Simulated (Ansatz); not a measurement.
Crystal: SiO₂ (P4_12_12, 12 atoms a cell, 14.4 Å³ an atom); planes in its conventional cell.

Computed with r2SCAN (plane waves, PAW; Ansatz, a program for electronic structure).

The gap is the functional's own, uncorrected, and κ follows it; spin-orbit coupling is left out. Mid-gap values are interpolated between the computed energies.

| plane | area of the cell (Å²) | mid-gap κ (1/Å) | largest κ in the gap (1/Å) |
|---|---|---|---|
| (001) | 24.9 | 0.55 | 0.58 |
| (100) | 34.6 | ___ | ___ |
| (110) | 49.0 | ___ | ___ |

Q: The slowest decay depends on the direction. Supply the withheld values.

A: 
- (100), mid-gap κ (1/Å): 0.50
- (100), largest κ in the gap (1/Å): 0.51
- (110), mid-gap κ (1/Å): 0.54
- (110), largest κ in the gap (1/Å): 0.57
